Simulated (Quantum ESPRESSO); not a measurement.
Input and output of a self-consistent single point for Al3Cr (I4/mmm, 4 atoms in the cell) (Quantum ESPRESSO).

Method of the run: BLYP, GBRV 1.5 ultrasoft (PBE) pseudopotentials (plane waves; Quantum ESPRESSO).

```
Al3Cr
1.0
   -1.93493     1.93493     4.09664
    1.93493    -1.93493     4.09664
    1.93493     1.93493    -4.09664
Al Cr
3 1
Cartesian
  0.00000   1.93493   2.04832
  1.93493   0.00000   2.04832
  0.00000   0.00000   4.09664
  0.00000   0.00000   0.00000
```
Moments meant for the start (each program seeds them in its own way; μB, in the order of the atoms Al Al Al Cr): 0.0 0.0 0.0 3.0.

Reference input (self-consistent single point, DFT, PBEsol, plane waves, GBRV 1.5 ultrasoft (PBESOL) pseudopotentials): ecutwfc = 50 Ry; ecutrho = 400 Ry; occupations = smearing; smearing = cold; degauss = 0.0036749 Ry; nspin = 2; potentials = {Al: al_pbesol_v1.uspp.F.UPF, Cr: cr_pbesol_v1.5.uspp.F.UPF}; K_POINTS = automatic 11 11 11 0 0 0; conv_thr = 1e-10 Ry; mixing_beta = 0.3. This run's input differs from it in these lines:

```diff
@@ -19,2 +19,3 @@
     starting_magnetization(2) = 0.214,
+    input_dft = 'blyp',
 /
@@ -25,4 +26,4 @@
 ATOMIC_SPECIES
-Al    26.9815  al_pbesol_v1.uspp.F.UPF
-Cr    51.9961  cr_pbesol_v1.5.uspp.F.UPF
+Al    26.9815  al_pbe_v1.uspp.F.UPF
+Cr    51.9961  cr_pbe_v1.5.uspp.F.UPF
 ATOMIC_POSITIONS angstrom
```

The program printed (abridged):

```
     Self-consistent Calculation

     iteration #  1     ecut=    50.00 Ry     beta= 0.30

     negative rho (up, down):  3.734E-04 7.683E-04

     total energy              =    -194.54428156 Ry
     estimated scf accuracy    <       1.97278462 Ry

     total magnetization       =     1.37 Bohr mag/cell
     absolute magnetization    =     1.74 Bohr mag/cell

     iteration #  2     ecut=    50.00 Ry     beta= 0.30

     negative rho (up, down):  2.861E-04 5.497E-04

     total energy              =    -194.56793388 Ry
     estimated scf accuracy    <       6.63702295 Ry

     total magnetization       =     1.12 Bohr mag/cell
   [... lines left out ...]

     total energy              =    -195.21165201 Ry
     estimated scf accuracy    <          3.7E-10 Ry

     total magnetization       =     1.59 Bohr mag/cell
     absolute magnetization    =     2.24 Bohr mag/cell

     iteration # 20     ecut=    50.00 Ry     beta= 0.30

     negative rho (up, down):  1.750E-05 1.774E-03

     Magnetic moment per site  (integrated on atomic sphere of radius R)
     atom   1 (R=0.229)  charge=  1.5956  magn= -0.0708
     atom   2 (R=0.229)  charge=  1.5956  magn= -0.0708
     atom   3 (R=0.229)  charge=  1.5814  magn= -0.0554
     atom   4 (R=0.229)  charge= 12.6406  magn=  1.7985
     End of self-consistent calculation

     Number of k-points >= 100: set verbosity='high' to print the bands.

     the Fermi energy is    10.2561 ev

!    total energy              =    -195.21165201 Ry
     estimated scf accuracy    <          9.9E-12 Ry
     smearing contrib. (-TS)   =       0.00003598 Ry
     internal energy E=F+TS    =    -195.21168799 Ry

     total magnetization       =     1.59 Bohr mag/cell
     absolute magnetization    =     2.24 Bohr mag/cell

     convergence has been achieved in  20 iterations

     negative rho (up, down):  1.750E-05 1.774E-03

     Forces acting on atoms (cartesian axes, Ry/au):

     atom    1 type  1   force =     0.00000000    0.00000000    0.00000000
   [... zero for the other atoms too ...]

     Total force =     0.000000     Total SCF correction =     0.000000

     negative rho (up, down):  1.750E-05 1.774E-03
          total   stress  (Ry/bohr**3)                   (kbar)     P=      -23.34
  -0.00020653   0.00000000   0.00000000          -30.38        0.00        0.00
   0.00000000  -0.00020653   0.00000000            0.00      -30.38        0.00
  -0.00000000   0.00000000  -0.00006284           -0.00        0.00       -9.24

   JOB DONE.
```

The run converged in 20 iterations. Against the reference run the pressure goes from -8.44 to -2.33 GPa and the size of the net moment stays at 0.40 μB/atom. The full log also holds: “c_bands:  1 eigenvalues not converged”.

The starting cell comes from a database of computed structures (which also holds hypothetical and non-ambient phases and stackings), without a prior relaxation at this level. Its lattice was rescaled by a random factor within 2.5 % of one. With one magnetic atom in the cell only a parallel order is possible.

Cost on one core of a shared machine: roughly 9 min.
